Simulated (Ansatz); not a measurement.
**How the Voigt–Reuss–Hill shear modulus of cubic perovskite BaHfO₃ moves with the method**

No measured value is used here.

| level (code) | value (GPa) | cell (Å³/atom) |
|---|---|---|
| LDA (Ansatz) | 112 | 14.00 |
| PBE (Ansatz) | (withheld) | 14.88 |
| r²SCAN (Ansatz) | 109 | 14.58 |
| HSE06 (Ansatz) | 109 | 14.55 |

**Question.** Some entries are withheld; supply them.

**Answer.** 
- PBE (Ansatz, a first-principles code), value (GPa): 99.0

Density-functional levels without +SOC have no spin–orbit coupling. Each level is taken at its own relaxed cell. Cutoffs differ between the levels. Ansatz's density-functional and Hartree–Fock values are scalar-relativistic unless marked +SOC, with PAW data made under PBE.
